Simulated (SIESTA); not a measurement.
Input and output of a self-consistent single point for LaMg₂H₇ (P4_12_12, 40 atoms in the cell) (SIESTA).

Computed with GGA PBEsol, numerical atomic orbitals DZP, PseudoDojo PBEsol standard norm-conserving potentials (rewritten from UPF to PSML) (SIESTA 5.4.2).

```
LaMg2H7
1.0
    6.33773     0.00000     0.00000
    0.00000     6.33773     0.00000
    0.00000     0.00000     9.53623
La Mg H
4 8 28
Direct
  0.77077   0.22923   0.75000
  0.27077   0.27077   0.00000
  0.22923   0.77077   0.25000
  0.72923   0.72923   0.50000
  0.52397   0.23752   0.39728
  0.26248   0.02397   0.64728
  0.47603   0.76248   0.89728
  0.73752   0.97603   0.14728
  0.02397   0.26248   0.35272
  0.76248   0.47603   0.10272
  0.97603   0.73752   0.85272
  0.23752   0.52397   0.60272
  0.53234   0.46809   0.62133
  0.03191   0.03234   0.87133
  0.46766   0.53191   0.12133
  0.96809   0.96766   0.37133
  0.03234   0.03191   0.12867
  0.53191   0.46766   0.87867
  0.96766   0.96809   0.62867
  0.46809   0.53234   0.37867
  0.56823   0.06482   0.57127
  0.43518   0.06823   0.82127
  0.43177   0.93518   0.07127
  0.56482   0.93177   0.32127
  0.06823   0.43518   0.17873
  0.93518   0.43177   0.92873
  0.93177   0.56482   0.67873
  0.06482   0.56823   0.42873
  0.80115   0.33626   0.49396
  0.16374   0.30115   0.74396
  0.19885   0.66374   0.99396
  0.83626   0.69885   0.24396
  0.30115   0.16374   0.25604
  0.66374   0.19885   0.00604
  0.69885   0.83626   0.75604
  0.33626   0.80115   0.50604
  0.25805   0.74195   0.75000
  0.75805   0.75805   0.00000
  0.74195   0.25805   0.25000
  0.24195   0.24195   0.50000
```

Reference input (self-consistent single point, DFT, GGA PBEsol, numerical atomic orbitals DZP, PseudoDojo PBEsol standard norm-conserving potentials (rewritten from UPF to PSML)): XC.functional = GGA; XC.authors = PBEsol; potentials = PseudoDojo PBEsol standard; PAO.BasisSize = DZP; PAO.EnergyShift = 0.005 Ry; MeshCutoff = 400 Ry; kgrid.MonkhorstPack = 3 3 2; OccupationFunction = MP; OccupationMPOrder = 0; ElectronicTemperature = 0.05 eV; MaxSCFIterations = 150; SCF.Mixer.Method = Pulay. This run's input differs from it in these lines:

```diff
@@ -64,3 +64,3 @@
 PAO.BasisSize                DZP
-PAO.EnergyShift              0.005 Ry
+PAO.EnergyShift              0.0005 Ry
 MeshCutoff                   400 Ry
```

Output, abridged:

```
        iscf     Eharris(eV)        E_KS(eV)     FreeEng(eV)     dDmax    Ef(eV) dHmax(eV)
   scf:    1   -17074.796275   -17172.394238   -17172.394238  2.841939 -7.635587  4.844149
   scf:    2   -17177.793382   -17175.202363   -17175.202363  0.254733 -5.781002  3.188076
   scf:    3   -17178.285114   -17177.058194   -17177.058194  0.513819 -7.173462  0.429081
   scf:    4   -17177.081344   -17177.077284   -17177.077284  0.102608 -7.226266  0.147926
   scf:    5   -17177.081604   -17177.079652   -17177.079652  0.009332 -7.245536  0.091152
   scf:    6   -17177.080804   -17177.080550   -17177.080550  0.016618 -7.259633  0.009361
   scf:    7   -17177.080579   -17177.080586   -17177.080586  0.001762 -7.262288  0.007109
   scf:    8   -17177.080599   -17177.080594   -17177.080594  0.001143 -7.264154  0.000541
   scf:    9   -17177.080594   -17177.080594   -17177.080594  0.000043 -7.264093  0.000579
SCF Convergence by DM+H criterion
max |DM_out - DM_in|         :     0.0000433572
max |H_out - H_in|      (eV) :     0.0005793337
SCF cycle converged after 9 iterations

Using DM_out to compute the final energy and forces

siesta: E_KS(eV) =           -17177.0806

siesta: E_KS - E_eggbox =    -17177.0806

siesta: Atomic forces (eV/Ang):
     1    0.048690   -0.048690   -0.000000
     2    0.048690    0.048690   -0.000000
     3   -0.048690    0.048690    0.000000
   [... 37 lines left out ...]
   Tot   -0.000000   -0.000000   -0.000000
   Max    0.151546
   Res    0.055238    sqrt( Sum f_i^2 / 3N )
   Max    0.151546    constrained

Stress tensor Voigt[x,y,z,yz,xz,xy] (kbar):      -15.39      -15.39      -14.68        0.00        0.00       -0.00
(Free)E + p*V (eV/cell)   -17173.4576
Target enthalpy (eV/cell)   -17177.0806

   [... lines left out ...]
siesta: FreeEng =    -17177.080594
siesta: Cell volume =        383.040049 Ang**3
siesta:          15.15422583         13.97624306  kBar
   [... lines left out ...]
     5     0.993812    9.006188  Mg
     6     0.993812    9.006188  Mg
     7     0.993812    9.006188  Mg
     8     0.993812    9.006188  Mg
     9     0.993812    9.006188  Mg
    10     0.993812    9.006188  Mg
    11     0.993812    9.006188  Mg
    12     0.993812    9.006188  Mg
    13    -0.456426    1.456426  H
    14    -0.456426    1.456426  H
    15    -0.456426    1.456426  H
   [... 25 lines left out ...]
 Total    -0.000000
```

The run converged in 9 iterations. Against the reference run the free energy falls by 79.3 meV/atom, the pressure moves little (1.45 to 1.52 GPa), the largest force moves little (0.181 to 0.182 eV/Å) and the gap on the mesh goes from 2.304 to 2.273 eV.

The starting cell comes from a database of computed structures (which also holds hypothetical and non-ambient phases and stackings), without a prior relaxation at this level. Values carry the incompleteness of an atom-centred basis. Another mesh or the band path of this cell gives a smaller gap, so this value is not converged in the mesh.

Cost on one core of a shared machine: roughly 8 min.
